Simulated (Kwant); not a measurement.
Model system: Aharonov-Bohm ring in a InSb two-dimensional gas. Effective mass 0.014 mₑ, grid spacing 17 nm, hard walls, nominal width 200 nm (11 grid rows, so walls 204 nm apart), one parabolic valley, scattering region 1300 nm long along x; energies count from the band bottom; Fermi energy 0.0009 eV. Ring of mean radius 370 nm, arms as wide as the leads. Perpendicular field swept from 0 to 0.038 T, none in the leads; orbital effect alone.

The device is made up for the run: typed textbook-type constants, with dimensions and the other settings drawn at random.

Computed with Kwant: effective-mass tight-binding model on a square grid, one spin, coherent transport at 0 K. Conductance is in e²/h.

Density of the scattering states that come in from the left lead, at field = 0.0093933 T, in bins, relative to the largest site value (x marks bins outside the device):

```
|xxxxxxxxxxxxxxx00000000000000xxxxxxxxxxxxxxx|
|xxxxxxxxxxxxx000000001111100000xxxxxxxxxxxxx|
|xxxxxxxxxxx00011100001111110000000xxxxxxxxxx|
|xxxxxxxxxx001222100000011100000000xxxxxxxxxx|
|xxxxxxxx0000122110000000000001111000xxxxxxxx|
|xxxxxxxx0000111000xxxxxxxx0000122100xxxxxxxx|
|xxxxxxx000000000xxxxxxxxxxxx000121100xxxxxxx|
|xxxxxx00000000xxxxxxxxxxxxxxxx00110000xxxxxx|
|00000000011100xxxxxxxxxxxxxxxx00000000000000|
|3432100012210xxxxxxxxxxxxxxxxxx0000000000000|
|9986410012210xxxxxxxxxxxxxxxxxx0000011111111|
|8986310012210xxxxxxxxxxxxxxxxxx0000011111111|
|3432100011110xxxxxxxxxxxxxxxxxx0000000000000|
|00000000000000xxxxxxxxxxxxxxxx00000000000000|
|xxxxxx00000000xxxxxxxxxxxxxxxx00000000xxxxxx|
|xxxxxxx000000000xxxxxxxxxxxx000111000xxxxxxx|
|xxxxxxxx0000111000xxxxxxxx0000122100xxxxxxxx|
|xxxxxxxx0000122100000000000000111000xxxxxxxx|
|xxxxxxxxxx001121100000110000000000xxxxxxxxxx|
|xxxxxxxxxxx00000000001111100000000xxxxxxxxxx|
|xxxxxxxxxxxxx000000001111000000xxxxxxxxxxxxx|
|xxxxxxxxxxxxxxx00000000000000xxxxxxxxxxxxxxx|
```
Scale: ten equal steps from 0.000 (start of '0') to 0.884 (end of '9'), in the order '0123456789'; x runs from -631 to 631, y from -438 (bottom) to 438 (top).

The conductance there is 0.36 e²/h with 1 open channel(s) in the leads.
